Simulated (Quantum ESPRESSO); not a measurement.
The steps of a band-structure calculation for HfTiSn2O6 (Fm-3m, 10 atoms in the cell) with Quantum ESPRESSO.

Method: LDA (PZ), GBRV 1.5 ultrasoft (LDA) pseudopotentials (plane waves; Quantum ESPRESSO).

Step 1 (scf):

```fortran
&CONTROL
 calculation = 'scf'
 prefix = 'scf'
 outdir = './out'
 pseudo_dir = './'
 tprnfor = .true.
 tstress = .true.
/
&SYSTEM
 ibrav = 0
 nat = 10
 ntyp = 4
 ecutwfc = 50
 ecutrho = 400
 occupations = 'fixed'
 nbnd = 50
/
&ELECTRONS
 conv_thr = 1.0d-10
 mixing_beta = 0.7
/
ATOMIC_SPECIES
Hf   178.4900  hf_lda_v1.uspp.F.UPF
Ti    47.8670  ti_lda_v1.4.uspp.F.UPF
Sn   118.7100  sn_lda_v1.4.uspp.F.UPF
O     15.9990  o_lda_v1.2.uspp.F.UPF
ATOMIC_POSITIONS {crystal}
Hf    0.0000000000    0.0000000000    0.0000000000
Ti    0.5000000000    0.5000000000    0.5000000000
Sn    0.2500000000    0.2500000000    0.2500000000
Sn    0.7500000000    0.7500000000    0.7500000000
O     0.7436900000    0.2563100000    0.2563100000
O     0.2563100000    0.7436900000    0.7436900000
O     0.2563100000    0.7436900000    0.2563100000
O     0.7436900000    0.2563100000    0.7436900000
O     0.2563100000    0.2563100000    0.7436900000
O     0.7436900000    0.7436900000    0.2563100000
K_POINTS {automatic}
3 3 3  0 0 0
CELL_PARAMETERS {angstrom}
   0.0000000000     4.0426400000     4.0426400000
   4.0426400000     0.0000000000     4.0426400000
   4.0426400000     4.0426400000     0.0000000000
```

Step 2 (bands):

```fortran
&CONTROL
 calculation = 'bands'
 prefix = 'scf'
 outdir = './out'
 pseudo_dir = './'
 verbosity = 'high'
/
&SYSTEM
 ibrav = 0
 nat = 10
 ntyp = 4
 ecutwfc = 50
 ecutrho = 400
 occupations = 'fixed'
 nbnd = 55
/
&ELECTRONS
 conv_thr = 1.0d-10
 startingwfc = 'random'
 diago_thr_init = 1.0d-6
 diagonalization = 'cg'
/
ATOMIC_SPECIES
Hf   178.4900  hf_lda_v1.uspp.F.UPF
Ti    47.8670  ti_lda_v1.4.uspp.F.UPF
Sn   118.7100  sn_lda_v1.4.uspp.F.UPF
O     15.9990  o_lda_v1.2.uspp.F.UPF
ATOMIC_POSITIONS {crystal}
Hf    0.0000000000    0.0000000000    0.0000000000
Ti    0.5000000000    0.5000000000    0.5000000000
Sn    0.2500000000    0.2500000000    0.2500000000
Sn    0.7500000000    0.7500000000    0.7500000000
O     0.7436900000    0.2563100000    0.2563100000
O     0.2563100000    0.7436900000    0.7436900000
O     0.2563100000    0.7436900000    0.2563100000
O     0.7436900000    0.2563100000    0.7436900000
O     0.2563100000    0.2563100000    0.7436900000
O     0.7436900000    0.7436900000    0.2563100000
K_POINTS {crystal_b}
12
  0.00000000   0.00000000   0.00000000   8  ! G
  0.50000000   0.00000000   0.50000000   4  ! X
  0.50000000   0.25000000   0.75000000   3  ! W
  0.37500000   0.37500000   0.75000000   8  ! K
  0.00000000   0.00000000   0.00000000   7  ! G
  0.50000000   0.50000000   0.50000000   5  ! L
  0.62500000   0.25000000   0.62500000   3  ! U
  0.50000000   0.25000000   0.75000000   5  ! W
  0.50000000   0.50000000   0.50000000   5  ! L
  0.37500000   0.37500000   0.75000000   1  ! K
  0.62500000   0.25000000   0.62500000   3  ! U
  0.50000000   0.00000000   0.50000000   1  ! X
CELL_PARAMETERS {angstrom}
   0.0000000000     4.0426400000     4.0426400000
   4.0426400000     0.0000000000     4.0426400000
   4.0426400000     4.0426400000     0.0000000000
```

Step 3 (bands.x):

```fortran
&BANDS
 prefix = 'scf'
 outdir = './out'
 filband = 'bands.dat'
 lsym = .false.
/
```

Output of bands (abridged):

```
     Atomic positions and unit cell read from directory:
     ./out/scf.save/

     Message from routine setup:
     using ibrav=0 with symmetry is DISCOURAGED, use correct ibrav instead
     G-vector sticks info
     --------------------
     sticks:   dense  smooth     PW     G-vecs:    dense   smooth      PW
     Sum        3217    1615    451               120501    42615    6375

     bravais-lattice index     =            0
   [... lines left out ...]
     unit-cell volume          =     891.7062 (a.u.)^3
   [... lines left out ...]
     CG style diagonalization

     ethr =  1.00E-06,  avg # of iterations = 47.3

     End of band structure calculation

          k = 0.0000 0.0000 0.0000 (  5209 PWs)   bands (ev):

   -50.9133 -46.6795 -23.2665 -23.2665 -23.2665 -19.8032 -19.8032 -19.8032
   -11.0775 -11.0775 -11.0734 -11.0734 -11.0734 -11.0429 -11.0429 -11.0429
   -11.0290 -11.0290  -7.9499  -6.8539  -6.8539  -6.2593  -6.2593  -6.2593
     4.1733   4.1733   4.1733   4.3126   4.6723   4.8580   5.0761   5.0761
     5.9294   5.9294   5.9294   8.0055   8.0055   8.0055   8.4739   8.4739
     8.4739   9.0507   9.0507   9.0507  11.5616  11.5617  11.5617  14.5432
    14.5438  14.7842  14.7845  14.7845  15.4814  15.4845  15.4884

          k = 0.0000 0.0884 0.0000 (  5277 PWs)   bands (ev):

   -50.9132 -46.6795 -23.2665 -23.2665 -23.2665 -19.8035 -19.8033 -19.8033
   -11.0780 -11.0771 -11.0738 -11.0728 -11.0728 -11.0441 -11.0441 -11.0436
   -11.0307 -11.0291  -7.9313  -6.8539  -6.8451  -6.2917  -6.2630  -6.2630
     3.9430   4.2169   4.2169   4.2731   4.6367   5.0754   5.1299   5.1372
     5.9393   5.9393   6.0248   7.9686   7.9686   7.9902   8.3803   8.4568
     8.4568   9.0176   9.0176   9.0508  11.5650  11.6280  11.6280  14.5436
    14.6341  14.6829  14.6832  14.7555  15.2592  15.3596  15.3616

   [... 51 blocks of this kind left out ...]
```

Output of bands.x (abridged):

```
     Reading xml data from directory:

     ./out/scf.save/

     G-vector sticks info
     --------------------
     sticks:   dense  smooth     PW     G-vecs:    dense   smooth      PW
     Sum        3217    1615    451               120501    42615    6375

     negative rho (up, down):  1.162E-01 0.000E+00
     Reading collected, re-writing distributed wavefunctions
     high-symmetry point:  0.0000 0.0000 0.0000   x coordinate   0.0000
     high-symmetry point:  0.0000 0.7071 0.0000   x coordinate   0.7071
     high-symmetry point:  0.3536 0.7071 0.0000   x coordinate   1.0607
     high-symmetry point:  0.5303 0.5303 0.0000   x coordinate   1.3107
     high-symmetry point:  0.0000 0.0000 0.0000   x coordinate   2.0607
     high-symmetry point:  0.3536 0.3536 0.3536   x coordinate   2.6730
     high-symmetry point:  0.1768 0.7071 0.1768   x coordinate   3.1060
     high-symmetry point:  0.3536 0.7071 0.0000   x coordinate   3.3560
     high-symmetry point:  0.3536 0.3536 0.3536   x coordinate   3.8560
     high-symmetry point:  0.5303 0.5303 0.0000   x coordinate   4.2891
     high-symmetry point:  0.1768 0.7071 0.1768   x coordinate   4.7221
     high-symmetry point:  0.0000 0.7071 0.0000   x coordinate   4.9721

     Plottable bands (eV) written to file bands.dat.gnu
     Bands written to file bands.dat

   JOB DONE.
```

The gap along the path is 1.78 eV.

The starting cell comes from a database of computed structures (which also holds hypothetical and non-ambient phases and stackings), without a prior relaxation at this level. Spin-orbit coupling is off.
